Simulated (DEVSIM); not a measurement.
**Si p+/n-/n+ power diode**

Structure: Si p+/n-/n+ power diode, at 300 K.

```csv
layer (left to right),material,thickness (μm),Nd (cm⁻³),Na (cm⁻³),τn (s),τp (s)
1,Si,0.600,-,4.9e18,4.7e-6,4.7e-6
2,Si,44.0,2.3e14,-,4.7e-6,4.7e-6
3,Si,4.70,1.6e18,-,4.7e-6,4.7e-7
```

Left contact: ohmic. Right contact: ohmic. Voltage is applied to the left contact. Recombination: SRH at mid-gap, Auger. Mobility is μmin + (μ − μmin)/(1 + (N/Nref)^α).

The device is made up for the run: typed textbook-type constants, with dimensions and the other settings drawn at random. Values at 300 K.

```
parameter           Si
-------------  -------
gap (eV)         1.124
affinity (eV)     4.05
permittivity      11.7
Nc (cm⁻³)      2.86e19
Nv (cm⁻³)       3.1e19
μn (cm²/Vs)       1417
μp (cm²/Vs)        470
μn,min              52
μp,min              45
Nref,n          9.7e16
Nref,p          2.2e17
αn                0.68
αp                0.72
Cn (cm⁶/s)     2.8e-31
Cp (cm⁶/s)     9.9e-32
```

Simulated with DEVSIM: 1D drift-diffusion, Boltzmann statistics, complete ionisation; no tunnelling, impact ionisation, image-force lowering or self-heating.

```yaml
potential_step_across_the_device_at_zero_bias: 1.002 V
Dark forward voltage at 1 A/cm²: 0.711 V
Dark forward voltage at 100 A/cm²: 0.869 V
```

Dark reverse current:

```csv
V (V),J (A/cm²)
-1.00,-2.9e-8
-2.50,-5.2e-8
-5.00,-8.0e-8
-7.50,-1.0e-7
-10.00,-1.2e-7
-15.00,-1.5e-7
-20.00,-1.8e-7
-25.00,-2.0e-7
-32.50,-2.3e-7
-40.00,-2.6e-7
-50.00,-2.9e-7
```

Dark forward current:

(V (V), J (A/cm²)): (0.05, 7.6e-9); (0.10, 3.0e-8); (0.15, 1.0e-7); (0.20, 3.9e-7); (0.25, 1.8e-6); (0.30, 9.5e-6); (0.35, 5.7e-5); (0.40, 0.00036); (0.45, 0.0022); (0.50, 0.0100); (0.55, 0.032); (0.60, 0.088); (0.65, 0.25); (0.70, 0.76); (0.75, 2.7); (0.80, 12); (0.85, 56); (0.90, 260); (0.95, 940); (1.00, 2500)
